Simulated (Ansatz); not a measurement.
A self-consistent single point of Pb (P-3m1, 2 atoms in the cell) with Ansatz (a program for electronic structure).

Computed with PBEsol, harder PAW files (source: ansatz) made with PBE (plane waves; Ansatz).

```yaml
crystal:
  lattice:
    - [3.45423, 0.00000, 0.00000]
    - [-1.72712, 2.99145, 0.00000]
    - [0.00000, 0.00000, 5.96740]
  atoms:
    - { symbol: Pb, position: [0.33333, 0.66667, 0.25838] }
    - { symbol: Pb, position: [0.66667, 0.33333, 0.75000] }
```

Reference input (self-consistent single point, DFT, PBEsol, plane waves, default PAW files made with PBE): basis.ecutwfc = 420 eV; kpoints.mp_grid.grid = 11 11 6; hamiltonian.xc = pbesol; hamiltonian.pseudopotentials = {kind: paw} (the program's default PAW files); scf.occupations.method = gaussian; scf.occupations.width = 0.1 eV. This run's input differs from it in these lines:

Ansatz 0.2 input:
```diff
@@ -9,3 +9,3 @@
 basis:
-  ecutwfc: 420.0 eV
+  ecutwfc: 1160.0 eV
 kpoints:
@@ -14,3 +14,3 @@
   xc: pbesol
-  pseudopotentials: { kind: paw }
+  pseudopotentials: { kind: paw, source: ansatz }
 scf:
```

Log, with long lists cut:

```
SCF iter   1: F=—  HF=-30280.969692 eV  |F-HF|=—  |Δ(HF+E_count)|=         —  Δρ=9.98e-3  dr2=9.45e-2  ethr=3.10e-3  ⟨swp⟩=5.7  Hψ=8922  notcnv=0
all-band conjugate gradients solve this SCF's bands
preconditioner: auto → Kerker (q_TF=auto, 2.579 Å⁻¹)
SCF iter   2: F=—  HF=-30280.945789 eV  |F-HF|=—  |Δ(HF+E_count)|=   2.39e-2  Δρ=5.83e-3  dr2=3.35e-2  ethr=2.15e-4  ⟨swp⟩=1.8  Hψ=3422  notcnv=0  defer=3
   [... lines left out ...]
SCF iter   4: F=—  HF=-30280.932888 eV  |F-HF|=—  |Δ(HF+E_count)|=   4.35e-4  Δρ=3.05e-4  dr2=4.27e-5  ethr=4.91e-6  ⟨swp⟩=2.0  Hψ=3407  notcnv=0  defer=8
SCF iter   5: F=—  HF=-30280.933036 eV  |F-HF|=—  |Δ(HF+E_count)|=   1.49e-4  Δρ=7.33e-5  dr2=3.43e-6  ethr=9.70e-8  ⟨swp⟩=2.0  Hψ=3378  notcnv=0  defer=8
SCF iter   6: F=—  HF=-30280.933036 eV  |F-HF|=—  |Δ(HF+E_count)|=   3.11e-8  Δρ=1.49e-5  dr2=2.65e-7  ethr=7.80e-9  ⟨swp⟩=2.0  Hψ=3382  notcnv=0  defer=8
SCF iter   7: F=-30280.933036 eV  HF=-30280.933036 eV  |F-HF|=1.40e-8  |Δ(HF+E_count)|=   1.07e-8  Δρ=3.22e-6  dr2=2.30e-8  ethr=2.27e-10  ⟨swp⟩=8.5  Hψ=10176  notcnv=0
SCF 1 converged in 7 iterations: F = -30280.933036 eV  dr2 = 2.30e-8
Free energy (F): -30280.933036 eV
Internal energy: -30280.929425 eV  (E = F + TS)
E sigma→0 (E₀):  -30280.931230 eV
Entropy (-TS):   -0.003612 eV (-1.806 meV/atom)
Fermi energy:    12.690215 eV
--- Forces (eV/Å), atoms counted from 1 ---
  atom   1  Pb     0.00000000     0.00000000    -0.07357442
  atom   2  Pb     0.00000000    -0.00000000     0.07357442
--- Stress (GPa, compression-positive) ---
       -0.357674       0.000000       0.000000
        0.000000      -0.357674       0.000000
        0.000000       0.000000      -3.417213
  P = ⅓ Tr σ = -1.3775 GPa (-13.775 kbar)
  The stress holds the Pulay correction. Without it, at fixed plane waves, as pw.x and ABINIT print it: P = -1.3797 GPa
```

The run converged in 7 iterations. Against the reference run the pressure moves little (-1.42 to -1.38 GPa) and the largest force hardly changes (0.073 to 0.074 eV/Å).

The starting cell comes from a database of computed structures (which also holds hypothetical and non-ambient phases and stackings), without a prior relaxation at this level. Its lattice was rescaled by up to half a per cent. One atom was moved a little off its site on purpose. Ansatz's pressure includes its estimate of the finite-basis (Pulay) stress.

Cost on one core of a shared machine: roughly 30 s.
